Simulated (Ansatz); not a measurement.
Results of HSE06-D3(BJ) (PAW; Ansatz, a first-principles code) for antifluorite K₂S.

Run with plane-wave cutoff 460 eV, 6×6×6 k mesh, Fermi–Dirac smearing 0.01 eV, scalar-relativistic PAW data made under PBE.

Computed points:

| V (Å³/atom) | E − E_lowest (meV/atom) |
|---|---|
| 30.085 | 6.12 |
| 30.877 | 1.36 |
| 31.431 | 0.00 |
| 32.460 | 1.24 |
| 33.073 | 4.03 |

What bulk modulus B0 and pressure derivative B′ does a third-order Birch–Murnaghan fit give?

V0 = 31.668 Å³/atom, B0 = 23.1 GPa, B′ = 4.4 (fit to the energies at full precision).

Measured, for comparison: equilibrium volume per atom 33.65 Å³/atom (temperature not stated, not corrected to a static lattice; as tabulated in Syrotyuk et al. (2015), arXiv:1510.06546). Computed (rounded) less measured: equilibrium volume per atom -5.9 %.

Static lattice: no zero-point or thermal effects.

It cost around 8 core-minutes (rough) of CPU time.
